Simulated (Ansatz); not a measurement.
# HfO2 under a change: isotropic strain −0.29 %

Consider HfO₂ (space group P4_2/nmc, No. 137; a = 3.577 Å, c = 5.203 Å).

Perturbation: the cell is scaled by 0.9971 in all directions, atoms relaxed at fixed cell.

Level of theory: Kohn–Sham DFT with the r2SCAN functional, run in Ansatz (a first-principles code) with PAW and 500 eV plane waves, no spin-orbit coupling. Γ-centred 9×9×7 mesh, Fermi–Dirac width 0.05 eV.

```csv
quantity,base,changed,shift
shortest interatomic distance,205.9 pm,205.7 pm,-0.2 pm
energy relative to the base (free energy F),0 meV/atom,+0.6 meV/atom,+0.6 meV/atom
band gap,5.27 eV,5.27 eV,0.00 eV
gap character,"indirect, Z → Γ","indirect, Z → Γ",–
smallest direct gap,5.34 eV,5.34 eV,0.00 eV
width of the top valence band,0.98 eV,0.99 eV,+0.01 eV
```

With Hf present, leaving out spin-orbit coupling can change the band edges. No phonon test of stability was made. This is not the structure that HfO2 has at room temperature and ambient pressure.
